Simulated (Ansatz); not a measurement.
## What biaxial strain −1.03 %, plane normal [001], relaxed out of plane does to Nb

The parent structure is Nb in the bcc (W type) structure (space group Im-3m, No. 229; a = 3.303 Å). Axes: x, y, z lie along the cube axes.

Modification: compressive biaxial strain of 1.03 % in the plane normal to [001], as in epitaxy on a mismatched substrate; the out-of-plane cell vector and the atoms relax.

The values are results of r2SCAN in Ansatz (plane waves to 500 eV, PAW, spin-orbit coupling left out), not measurements. Settings: 20×20×20 k-points, 0.05 eV Fermi–Dirac smearing.

```csv
quantity,base,changed,shift
volume per atom,18.01 Å³,17.83 Å³,-0.18 Å³
space group,Im-3m (No. 229),I4/mmm (No. 139),–
energy relative to the base (free energy F),0 meV/atom,+3.0 meV/atom,+3.0 meV/atom
"pressure (mean of the normal stresses, compression positive)",0.0 GPa,1.8 GPa,+1.8 GPa
band gap,zero,zero,–
out-of-plane strain (rough),–,+1.09 %,–
mean in-plane stress (compression positive) (rough),–,+2.7 GPa,–
```

Without a gap, meshes like the base's 20×20×20 leave anisotropic stresses uncertain by several tenths of a GPa, and small strain energies with them. No phonon test of stability was made. All final runs are without spin polarisation.

Ansatz is a program for electronic structure.
